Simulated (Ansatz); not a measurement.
# Ge: pressure series

Base system: Ge in the diamond structure (space group Fd-3m, No. 227; a = 5.762 Å).

Cell and atoms are relaxed at each pressure.

Level of theory: PBE (Ansatz, an electronic-structure program; PAW; 420 eV plane waves; no spin-orbit coupling), earlier PAW set.

Notes on the quantities. enthalpy: H = E + PV relative to the base's energy.

```
variant           lattice parameter a       enthalpy  band gap
----------------  -------------------  -------------  --------
base                      10.889 bohr              –      zero
pressure −2 GPa           11.024 bohr  -0.30 eV/atom      zero
pressure −1 GPa           10.953 bohr  -0.15 eV/atom      zero
pressure 1.8 GPa          10.785 bohr  +0.26 eV/atom      zero
pressure 4.2 GPa          10.667 bohr  +0.61 eV/atom   0.09 eV
pressure 9 GPa            10.476 bohr  +1.26 eV/atom   0.37 eV
pressure 18 GPa                   [?]  +2.41 eV/atom       [?]
pressure 30 GPa            9.956 bohr  +3.83 eV/atom   0.19 eV
pressure 45 GPa            9.717 bohr  +5.48 eV/atom      zero
pressure 60 GPa            9.530 bohr  +7.02 eV/atom      zero
```

Question: What belongs in the blanks?

Answer: 
- pressure 18 GPa, lattice parameter a: 10.211 bohr
- pressure 18 GPa, band gap: 0.34 eV

Load acts through the strain it causes; cell and atoms are relaxed under it. Whether these cells are dynamically stable was not tested. Measured, Ge leaves this structure (for the β-tin structure) near 10.6 GPa (room temperature; as listed in arXiv:1906.07825). Gaps under 0.05 eV, about the width of the smearing, are given as zero. A zero or small gap of Ge can be the functional's error rather than a property of the material.
